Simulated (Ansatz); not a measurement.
Symmetric slabs, relaxed from ideal cuts in 1x1 cells, of elemental solids: surface energy (J/m²) by functional, in Ansatz (plane waves, PAW). All structures are PBE's; the other columns are single points with references at the same level. No spin-orbit coupling, Hubbard U or dispersion. The rows are a random draw from the class, without slabs that broke up, higher cuts of a face and adsorbates that left their site.

```
system                                               PBE (J/m²)  r2SCAN (J/m²)
---------------------------------------------------  ----------  -------------
hcp Sc (30-32), ideal cut with outer spacing 0.90 Å        1.23           1.32
beta tin (301), ideal cut with outer spacing 0.42 Å        0.38           0.42
hcp Sc (10-13), ideal cut with outer spacing 0.25 Å        1.30              ?
hcp Re (11-23), ideal cut with outer spacing 0.51 Å        3.53           3.74
bcc Nb (321), ideal cut with outer spacing 0.88 Å          2.29           2.43
bcc V (320), ideal cut with outer spacing 0.42 Å           2.51           2.71
hcp Mg (31-43), ideal cut with outer spacing 0.12 Å        0.71           0.80
hcp Tl (21-33), ideal cut with outer spacing 0.17 Å        0.28           0.36
```

Q: Fit a straight line y = a·x + b by least squares to the 7 complete rows (x: PBE (J/m²); y: r2SCAN (J/m²)).

A: the means are x̄ = 1.5614 and ȳ = 1.6829; Σ(x − x̄)² = 9.1785 and Σ(x − x̄)(y − ȳ) = 9.6274, so a = 1.049 and b = ȳ − a·x̄ = 0.045. The largest residual is 0.032.

Q: What does the line predict for the withheld row, hcp Sc (10-13), ideal cut with outer spacing 0.25 Å, and what did the calculation give?

A: the line gives 1.41; the calculation gave 1.38, a miss of -0.03, of the size of the fitted rows' scatter and rounding.

Ansatz is a quantum-chemistry and plane-wave program.
